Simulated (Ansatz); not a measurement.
Base system: BP in the zinc blende structure (space group F-43m, No. 216).

```xyz
2
Lattice="0.0000 2.2683 2.2683 2.2683 0.0000 2.2683 2.2683 2.2683 0.0000" Properties=species:S:1:pos:R:3 pbc="T T T"
P      3.4024     3.4024     3.4024
B      0.0000     0.0000     0.0000
```

The values are results of r2SCAN (Ansatz, a first-principles code; PAW; 500 eV plane waves; scalar-relativistic without spin-orbit coupling), not measurements.

Base values:

The volume per atom is 11.67 Å³.

One thing is altered: every B is replaced by Hg; the structure is relaxed again.

Tabulated Pauling electronegativity and covalent radius: B 2.04, 0.84 Å; Hg 2.00, 1.32 Å.

Q: Estimate the effect on the volume per atom.

A: The volume per atom rises by 13.07 Å³ (11.67 Å³ → 24.74 Å³).

Whether these cells are dynamically stable was not tested. As relaxed here, HgP is a hypothetical phase, not in the database extracts checked. All final runs are without spin polarisation. An odd electron count without spin: HgP.
